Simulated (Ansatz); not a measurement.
S on the 1x1 (111) surface of fcc Pt, one in a 2x1 cell, energies for each (13.6 Å²). Energies are against ⅛ S8(g), without zero-point or thermal terms; each row is named by its start.

These are PBE (plane waves to 420 eV, PAW; Ansatz, an electronic-structure program) values and carry that method's errors.

Model: 9-atom slab, 6.9 Å thick at the start under the adsorbate (thin: gaps and levels are the slab's own), 6x12x1 mesh, Fermi-Dirac 0.1 eV, dipole correction, 4 atoms held, the rest relaxed; each run with such symmetry as its start has; spin where the adsorbate may keep a moment, no spin-orbit, no U, no dispersion correction.

A negative adsorption energy means that the adsorbate is more stable on the surface than in its reference. Starts that drift may end in the same place. Heights count from the host atoms within 0.3 Å of the top one.

| starting site | E_ads (eV) | height (Å) | nearest host atom (Å) | bonded to | Δ work function (eV) | lateral drift (Å) | moment (μB) |
|---|---|---|---|---|---|---|---|
| top Pt | -0.17 | 2.28 | Pt 2.21 | Pt | ? | 0.1 | 0.0 |
| hollow Pt-Pt-Pt over Pt at depth 2.3 Å | ? | ? | Pt 2.27 | 3 Pt | -0.96 | 0.1 | – |
| hollow Pt-Pt-Pt over Pt at depth 4.6 Å | -1.07 | 1.62 | Pt 2.27 | 3 Pt | -0.97 | 0.1 | – |
| bridge Pt-Pt (span 2.8 Å) | -1.07 | 1.62 | Pt 2.27 | 3 Pt | -0.98 | 0.9 | – |

### Question
Complete the blanks.

### Answer

- top Pt, Δ work function (eV): -0.02
- hollow Pt-Pt-Pt over Pt at depth 2.3 Å, E_ads (eV): -0.88
- hollow Pt-Pt-Pt over Pt at depth 2.3 Å, height (Å): 1.65
